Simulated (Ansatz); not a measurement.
Amorphous Si$_{30}$C$_{18}$N$_{16}$, 64 atoms at 2.65 g/cm³, one PBE-relaxed geometry, zone centre. Methods: PBE, scalar-relativistic without spin-orbit coupling (Ansatz, a first-principles code); r2SCAN, scalar-relativistic without spin-orbit coupling (Ansatz); HSE06, scalar-relativistic without spin-orbit coupling (Ansatz). Plane waves to 420 eV (r2SCAN 500 eV); exact exchange is cut at the cell's faces. The higher rungs were started with moments on some atoms, which died out.

A CHGNet melt-quench gave the starting glass, which DFT then relaxed. N atoms were pushed apart under 1.9 Å during the dynamics, to hinder bonds among them. The hot cell started wider than the set density and was brought back towards it in steps. It is the lowest in DFT energy of 8 quenches. It is a model cell: composition and starting density were chosen by hand, and all elements were melted together. No dispersion term was used. Its density started from a set value of 2.61 and ended at 2.65 g/cm³. The quench (nominally 200 K/ps over its main leg) was far faster than any real one, so the model tends to hold more defects than a real film. One small periodic cell is one sample of the glass; other quenches scatter about these values. Volume and shape were free in the relaxation. Stress components on the final sampling reach 2.8 GPa. On a 2×2×2 Γ-centred mesh force components of up to 0.53 eV/Å stay, since the relaxation ran on the zone centre alone. Cycles of charging lowered its energy after that relaxation.

The relaxation ran on the zone centre alone. At PBE the gap is 0.72 eV on a 2×2×2 Γ-centred mesh, and the spacing at the zone centre alone 0.74 eV.

Task: What zone-centre spacing does r2SCAN give, roughly?

Result: 0.83 eV (+0.09 eV against PBE).

Task: What zone-centre spacing does HSE06 give, roughly?

Result: 1.37 eV (+0.63 eV against PBE).

The highest filled and the lowest empty state spread over these numbers of atoms (participation numbers): PBE: 15.0 and 12.7; r2SCAN: 14.1 and 12.3; HSE06: 12.9 and 12.8.
